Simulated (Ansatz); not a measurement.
The parent structure is Mg₂Ge in the anti-fluorite structure (space group Fm-3m, No. 225; a = 6.364 Å).

Level of theory: Ansatz (a first-principles code), PBEsol, PAW, cutoff 420 eV, spin-orbit coupling left out.

For the base:

The band gap is 0.08 eV and the density comes out as 3.12 g/cm³. The shortest interatomic distance comes out as 2.756 Å.

Perturbation: Si takes the place of Mg on all its sites, then cell and atoms are relaxed.

Tabulated Pauling electronegativity and covalent radius: Mg 1.31, 1.41 Å; Si 1.90, 1.11 Å.

Problem. How does this affect the band gap?

Solution. The band gap goes from 0.08 eV to zero.

Problem. What does the calculation give for the density after the change?

Solution. The density increases by 0.76 g/cm³ to 3.88 g/cm³.

Problem. What does the calculation give for the shortest interatomic distance after the change?

Solution. The shortest interatomic distance drops by 0.140 Å to 2.616 Å.

Stability against distortions was not tested. As relaxed here, Si2Ge is a hypothetical phase, not in the database extracts checked. The final runs are not spin-polarised. A zero or small gap of Mg2Ge can be the functional's error rather than a property of the material.
